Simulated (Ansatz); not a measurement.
Take FeSi (space group P2_13, No. 198; a = 4.448 Å; non-magnetic) as the base.

Method: Ansatz (a first-principles code) PBE, spin-orbit coupling left out, earlier PAW set.

Base values:

```
Item                Value
---------------  --------
Volume per atom  11.00 Å³
```

The change: a hydrostatic pressure of 0.7 GPa.

**Question.** Predict the new volume per atom.

**Answer.** The volume per atom drops by 0.035 Å³ to 10.96 Å³.

Load acts through the strain it causes; cell and atoms are relaxed under it. No phonon test of stability was made. Starting moments died away, wholly or in part, for the base; another magnetic solution may exist. The final runs are not spin-polarised.
